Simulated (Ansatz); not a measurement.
The starting structures come from a database of crystals and need not be the phases stable at ambient conditions.

 Where the default PAW files enter, the runs use the earlier of Ansatz's two default sets.

Inside the gap of an insulator the Bloch states are evanescent, with a wavenumber k + iκ along the transport direction.

Given:

```yaml
crystal:
  lattice:
    - [5.73145, 0.00199, -0.01736]
    - [2.86308, 4.96511, -0.01736]
    - [0.01713, 0.00990, 5.10907]
  atoms:
    - { symbol: Ti, position: [0.00000, 0.00000, 0.00000] }
    - { symbol: H, position: [0.43127, 0.43127, 0.25725] }
    - { symbol: H, position: [0.56873, 0.56873, 0.74275] }
    - { symbol: H, position: [0.56877, 0.86248, 0.74291] }
    - { symbol: H, position: [0.43123, 0.13752, 0.25709] }
    - { symbol: H, position: [0.13752, 0.43123, 0.25709] }
    - { symbol: H, position: [0.86248, 0.56877, 0.74291] }
    - { symbol: H, position: [0.66679, 0.66679, 0.47448] }
    - { symbol: H, position: [0.33321, 0.33321, 0.52552] }
    - { symbol: N, position: [0.33331, 0.33331, 0.32389] }
    - { symbol: N, position: [0.66669, 0.66669, 0.67611] }
    - { symbol: F, position: [0.68541, 0.15729, 0.79172] }
    - { symbol: F, position: [0.31459, 0.84271, 0.20828] }
    - { symbol: F, position: [0.84271, 0.31459, 0.20828] }
    - { symbol: F, position: [0.15729, 0.68541, 0.79172] }
    - { symbol: F, position: [0.15733, 0.15733, 0.79158] }
    - { symbol: F, position: [0.84267, 0.84267, 0.20842] }
```

Space group of this cell: C2/m. The cell was relaxed by PBE-D3(BJ); by r2SCAN its mean pressure is -2.6 GPa.

Transport runs along the normal of the first two printed cell vectors.

The gap is the functional's own. No spin-orbit coupling. Mid-gap values are interpolated on the energy grid.

Q: Compute, with r2SCAN in Ansatz (an electronic-structure program), the band gap and the smallest decay constant κ at mid-gap.

A: Gap 5.32 eV on a 6×6×6 mesh; κ = 0.587 1/Å, at the zone centre.
